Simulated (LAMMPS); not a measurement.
MD of Al (fcc) at zero pressure over temperature, 4000 atoms; each row names its start.

Level of theory: classical MD, pair style eam/fs, file Al_mm.eam.fs; code LAMMPS.

| T (K), start | state | volume | enthalpy | first peak of g(r) | coordination number | D(Al) |
|---|---|---|---|---|---|---|
| 100, crystal | crystal; no diffusion seen in 30 ps | 16.6793 ± 0.0001 Å³/atom | -3.3850 ± 0.0001 eV/atom | 2.86 Å, height 11.6 | 12.0 (counted to 3.46 Å) | - |
| 200, crystal | crystal; no diffusion seen in 30 ps | 16.7895 ± 0.0002 Å³/atom | -3.3594 ± 0.0001 eV/atom | 2.87 Å, height 8.4 | 12.0 (counted to 3.46 Å) | - |
| 300, crystal | crystal; no diffusion seen in 30 ps | 16.8982 ± 0.0003 Å³/atom | -3.3330 ± 0.0001 eV/atom | 2.87 Å, height 6.7 | 12.0 (counted to 3.50 Å) | - |
| 560, crystal | crystal; no diffusion seen in 30 ps | 17.1972 ± 0.0005 Å³/atom | -3.2601 ± 0.0001 eV/atom | 2.87 Å, height 4.8 | 12.0 (counted to 3.54 Å) | - |
| 700, crystal | crystal; no diffusion seen in 30 ps | 17.3759 ± 0.0006 Å³/atom | -3.2180 ± 0.0001 eV/atom | 2.87 Å, height 4.2 | 12.0 (counted to 3.54 Å) | - |
| 840, crystal | crystal; no diffusion seen in 30 ps | 17.578 ± 0.001 Å³/atom | -3.1727 ± 0.0002 eV/atom | 2.87 Å, height 3.7 | 12.1 (counted to 3.58 Å) | - |
| 840, melt | liquid | 18.524 ± 0.001 Å³/atom | -3.0598 ± 0.0001 eV/atom | 2.80 Å, height 2.8 | 12.8 (counted to 3.86 Å) | (4.05 ± 0.08) × 10^-5 cm²/s |
| 930, melt | liquid | 18.696 ± 0.001 Å³/atom | -3.0300 ± 0.0001 eV/atom | 2.80 Å, height 2.7 | 12.7 (counted to 3.86 Å) | (5.48 ± 0.04) × 10^-5 cm²/s |
| 1030, melt | liquid | 18.8981 ± 0.0009 Å³/atom | -2.9968 ± 0.0001 eV/atom | 2.79 Å, height 2.6 | 12.6 (counted to 3.86 Å) | (7.03 ± 0.09) × 10^-5 cm²/s |
| 1170, melt | liquid | 19.195 ± 0.003 Å³/atom | -2.9515 ± 0.0003 eV/atom | 2.78 Å, height 2.4 | 12.4 (counted to 3.86 Å) | (9.4 ± 0.1) × 10^-5 cm²/s |
| 1310, melt | liquid | 19.501 ± 0.003 Å³/atom | -2.9083 ± 0.0003 eV/atom | 2.77 Å, height 2.4 | 12.4 (counted to 3.90 Å) | (1.28 ± 0.02) × 10^-4 cm²/s |

Measured linear expansion coefficient: 23.10 1e-6/K at 293 K (Kaye and Laby Online (NPL), 2.3.5 Thermal expansion).

Measured melting point: 933.5 K (Wikipedia, Melting points of the elements (data page)).

Caution (row 840, melt): this liquid lies under the melting point of about 930 K that EAM-type Al_mm.eam.fs gives, so it is undercooled.

From the crystal rows between 100 and 300 K, estimate the mean linear expansion coefficient and the heat capacity. The slope of ln V over three gives 22 × 10^-6 /K, and dH/dT = 3.0 kB/atom. Nuclei are classical here, so the heat capacity stays near 3 kB/atom, where a real crystal's falls off below its Debye temperature.

Fit an Arrhenius law to the diffusion of Al in the liquid. ln D against 1/T from 840 to 1310 K gives an activation energy of 0.23 eV and D0 = 0.00092 cm²/s.

States go by the mean squared displacement: a species diffuses where it passes 1.5 Å², still rises and gives D over 1e-6 cm²/s; a crystal has left its structure where atoms lie 0.35 Å off their sites on average or a cubic box changes its shape by 3 %, or the axial ratios of another lie 8 % off the starting cell's, which the potential's own relaxation can also do.

Errors of D are the spread over four groups of atoms in one short run; a floor of about 5 %, a picked value, is safer.

The ± values are statistical; the model's systematic error is not in them.
